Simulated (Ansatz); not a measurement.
## Ta: isotropic strain −1.50 %

Take Ta in the bcc (W type) structure (space group Im-3m, No. 229; a = 3.320 Å; relaxed with 0.1 eV smearing) as the base.

It is then changed as follows: an isotropic linear strain of −1.50 %; the atoms relax in the strained cell.

Level of theory: PBE (Ansatz, a quantum-chemistry and plane-wave program, PAW, scalar-relativistic without spin-orbit coupling). Γ-centred 28×28×28 mesh, Fermi–Dirac width 0.1 eV.

The volume per atom falls by 0.81 Å³, from 18.30 Å³ to 17.49 Å³ and the space group remains Im-3m (No. 229). The shortest interatomic distance falls by 0.0431 Å to 2.832 Å and the energy grows by 23 meV/atom. The pressure goes from zero to 9.6 GPa and the band gap is still zero.

Final structure:

```
CELL_PARAMETERS angstrom
     -1.63532     1.63532     1.63532
      1.63532    -1.63532     1.63532
      1.63532     1.63532    -1.63532
ATOMIC_POSITIONS crystal
  Ta 0.00000 0.00000 0.00000
```

Cost of the whole job for the changed cell (relaxation, final SCF and bands): around 13 core-seconds (rough).

Stability against distortions was not tested. All final runs are without spin polarisation.
